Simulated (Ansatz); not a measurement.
For quartz-high SiO₂ (high-temperature phase), LDA (PAW; Ansatz, an electronic-structure program) gives:

```
Property                    Value
-------------------  ------------
lattice parameter a       5.039 Å
c axis length             5.527 Å
cohesive energy      7.42 eV/atom
band gap                  5.49 eV
```

Task: What does r²SCAN+rVV10 (Ansatz, PAW) give for the same quantities?

Result: 
- lattice constant a: 5.050 Å (rises by 0.2 %)
- lattice parameter c: 5.535 Å (goes up by 0.1 %)
- cohesive energy: 6.55 eV/atom (shrinks by 0.87 eV/atom)
- band gap: 6.19 eV (grows by 0.70 eV)

Changes are worked out from the printed values.

Unless a cell is named, each level is at its own relaxed cell (LDA 13.51, r²SCAN+rVV10 13.58 Å³/atom).

Density-functional gaps are differences of (generalised) Kohn–Sham levels.

Caveats: symmetry holds this phase in the static calculation, where it need not be a minimum (LDA, r²SCAN+rVV10). Ansatz's density-functional and Hartree–Fock values are scalar-relativistic unless marked +SOC, with PAW data made under PBE.
